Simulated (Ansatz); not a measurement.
Worked example: relaxation of cell and atoms of TiGe2 (Fddd, 6 atoms in the cell) in Ansatz (a first-principles code).

Method: LDA (PW92), default PAW files made with PBE (plane waves; Ansatz).

The change in words: atoms on their sites; basis.ecutwfc: 30.9 Ry → 18.4 Ry; relax: default → cell and atoms. Reference geometry:
```yaml
crystal:
  lattice:
    - [0.00000, 4.32191, 4.39274]
    - [2.51979, 0.00000, 4.39274]
    - [2.51979, 4.32191, 0.00000]
  atoms:
    - { symbol: Ti, position: [0.75569, 0.75569, 0.74431] }
    - { symbol: Ti, position: [0.50000, 0.50000, 0.50000] }
    - { symbol: Ge, position: [0.08263, 0.41737, 0.08263] }
    - { symbol: Ge, position: [0.41737, 0.08263, 0.41737] }
    - { symbol: Ge, position: [0.16737, 0.83263, 0.16737] }
    - { symbol: Ge, position: [0.83263, 0.16737, 0.83263] }
```

Reference input (self-consistent single point, DFT, LDA (PW92), plane waves, default PAW files made with PBE): basis.ecutwfc = 30.9 Ry; kpoints.mp_grid.grid = 3 3 3; hamiltonian.xc = lda; hamiltonian.pseudopotentials = {kind: paw} (the program's default PAW files); scf.occupations.method = gaussian; scf.occupations.width = 0.0073 Ry. This run's input differs from it in these lines:

Ansatz 0.2 input:
```diff
@@ -6,3 +6,3 @@
   atoms:
-    - { symbol: Ti, position_ang: [3.779680, 6.482868, 6.639114] }
+    - { symbol: Ti, position_ang: [3.779680, 6.482868, 6.589116] }
     - { symbol: Ti, position_ang: [2.519787, 4.321912, 4.392744] }
@@ -13,3 +13,3 @@
 basis:
-  ecutwfc: 30.9 Ry
+  ecutwfc: 18.4 Ry
 kpoints:
@@ -21,2 +21,4 @@
   occupations: { method: gaussian, width: 0.0073 Ry }
+relax:
+  cell: {}
 output:
```

Output (repeated stretches shortened):

```
   [... SCF lines of the steps left out ...]
relax step   1: F+E_penalty+E_count = -21759.50579086 eV  Δ(F+E_penalty+E_count) = +0.000e0 eV  max|allowed force component| = 4.542e-2 eV/Å  Δτ_max = 0.0000 Å  P = -4.297 GPa  Ω = 95.677 Å³  (7 SCF iters, dr2 threshold 1.00e-7 eV, accepted)
relax step   2: F+E_penalty+E_count = -21761.56967439 eV  Δ(F+E_penalty+E_count) = -2.064e0 eV  max|allowed force component| = 8.840e-2 eV/Å  Δτ_max = 0.0055 Å  P = +22.791 GPa  Ω = 90.737 Å³  energy of the carried Pulay correction = +2.482e0 eV  (6 [...]
   [... lines left out ...]
relax step 120: F+E_penalty+E_count = -21759.50547233 eV  Δ(F+E_penalty+E_count) = -1.114e-2 eV  max|allowed force component| = 8.132e-5 eV/Å  Δτ_max = 0.0001 Å  P = -0.002 GPa  Ω = 91.787 Å³  energy of the carried Pulay correction = +1.113e-2 eV  [...]
relax step 121: F+E_penalty+E_count = -21759.43769202 eV  Δ(F+E_penalty+E_count) = +6.778e-2 eV  max|allowed force component| = 1.079e-4 eV/Å  Δτ_max = 0.0000 Å  P = +0.127 GPa  Ω = 91.787 Å³  stress off target by 2.37e-1 GPa  SCF on the basis [...]
basis re-selected at this cell: Δ(F+E_penalty+E_count) = +6.778e-2 eV, ΔP = +0.129 GPa vs the last step
   [... lines left out ...]
Free energy (F): -21759.437692 eV
Fermi energy:    14.236018 eV
Error: variable-cell relaxation did not converge after 121 `relax_step` rows, as none of its last 55 fresh-basis SCF(s) at a relaxed cell met both thresholds with a finite energy. The last misses `relax.cell.stress_tol`: largest allowed force component 1.08e-4 eV/Å (`relax.f_tol` 1.00e-2 eV/Å), stress off the target on the free part of the cell 2.37e-1 GPa (`relax.cell.stress_tol` 5.00e-2 GPa), F+E_penalty+E_count -21759.43769202 eV. The closest is row 77, whose structure comes with this error. Larger ratio of force or stress to its threshold at each such SCF whose figures are numbers: 84.290, 57.167, 43.857, 40.050, 23.897, 11.991, 4.052, 4.588, 4.911, 4.141, 4.969, 4.031, 5.024, [...]
   [... lines left out ...]
to start a new deck from the relaxed geometry:
  cell:  # Å, volume = 91.8073 Å³
    - [2.459402372910419e-32, 4.237906532807954, 4.31187261936136]
    - [2.5120585152108164, -4.607188940054575e-31, 4.31187261936136]
    - [2.5120585152108164, 4.237906532807954, -4.4161745444595754e-31]
  atoms:
    - { symbol: Ti, position: [0.7500000000000001, 0.7500000000000001, 0.7499999999999999] }
    - { symbol: Ti, position: [0.5, 0.49999999999999994, 0.5] }
    - { symbol: Ge, position: [0.08149057673432947, 0.41850942326567064, 0.08149057673432925] }
    - { symbol: Ge, position: [0.41850942326567087, 0.08149057673432925, 0.4185094232656707] }
    - { symbol: Ge, position: [0.16850942326567064, 0.8314905767343294, 0.16850942326567053] }
    - { symbol: Ge, position: [0.8314905767343295, 0.16850942326567048, 0.8314905767343295] }
```

The relaxation ended unconverged.  The full log also holds: “iter 3 did not close the SCF: its close was put off for the readings that it lacked (scf_convergence_deferred on its scf_iter line)”. The full log also holds: “iter 4 did not close the SCF: its close was put off for the readings that it lacked (scf_convergence_deferred on its scf_iter line)”.

The starting cell comes from a database of computed structures (which also holds hypothetical and non-ambient phases and stackings), without a prior relaxation at this level. Its lattice was rescaled by up to half a per cent. The cutoff lies below the one recommended for these files.

Cost on one core of a shared machine: roughly 2 min.
